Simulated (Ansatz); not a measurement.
Data:

```
CELL_PARAMETERS angstrom
      3.20260     1.84902     5.58956
     -3.20260     1.84902     5.58956
      0.00000    -3.69805     5.58956
ATOMIC_POSITIONS crystal
  In 0.35847 0.35847 0.35847
  In 0.64153 0.64153 0.64153
  In 0.14153 0.14153 0.14153
  In 0.85847 0.85847 0.85847
  S  0.54527 0.25000 0.95473
  S  0.45473 0.75000 0.04527
  S  0.95473 0.54527 0.25000
  S  0.04527 0.45473 0.75000
  S  0.25000 0.95473 0.54527
  S  0.75000 0.04527 0.45473
```

No spin polarisation.

The values are results of PBEsol (Ansatz, a first-principles code, PAW, no spin-orbit coupling), not measurements. Settings: 6×6×6 k-points, 0.05 eV Fermi–Dirac smearing.

Problem. Predict the smallest direct gap, gap character and band gap.

Solution. 
```json
{
 "smallest_direct_gap": "1.50 eV",
 "gap_character": "indirect, k = (0, 0.167, -0.167) in the run's primitive reciprocal basis → Γ",
 "band_gap": "1.19 eV"
}
```

Load acts through the strain it causes; cell and atoms are relaxed under it. Whether these cells are dynamically stable was not tested. Competing high-pressure phases were not computed. The cell was made from In$_{2}$S$_{3}$ in the corundum structure (space group R-3c, No. 167; a cell from a computed database, its experimental status unchecked) by this change: pressure 10 GPa.
